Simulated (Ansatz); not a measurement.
Start from a 24-atom supercell of YN in the rock salt structure (space group Fm-3m, No. 225; a = 4.856 Å) at its relaxed geometry.

The values are results of plane-wave PAW DFT at the PBEsol level (Ansatz, a first-principles code, 420 eV), scalar-relativistic without spin-orbit coupling, not measurements.

One neutral defect a cell, atoms relaxed at fixed cell.

One change was made to it. Results:

```json
[
 {"quantity": "largest displacement of a host atom from its site in the perfect cell", "base": "–", "after": "0.06 Å"},
 {"quantity": "pressure", "base": "0.0 GPa", "after": "0.7 GPa"},
 {"quantity": "gap of the supercell", "base": "0.08 eV", "after": "zero"}
]
```

Problem. What was done to the base?
A) N vacancy
B) Al on a Y site, symmetric start
C) N interstitial (started 1.72 Å from the nearest host atom), symmetric start

Solution. A, N vacancy. For comparison, the pressure in the other runs: N interstitial (started 1.72 Å from the nearest host atom), symmetric start gives 4.8 GPa; Al on a Y site, symmetric start gives -4.70 GPa.

In so small a cell the defect repeats every few ångströms: this is an ordered compound, not a dilute defect. A case with no gap was solved on a k-mesh chosen for an insulator, which is coarse for it. Defects with a symmetric start kept the site's symmetry and may sit on a saddle; the others started slightly shaken. The final runs are not spin-polarised. The zero or small gap of YN can change with the level of theory.
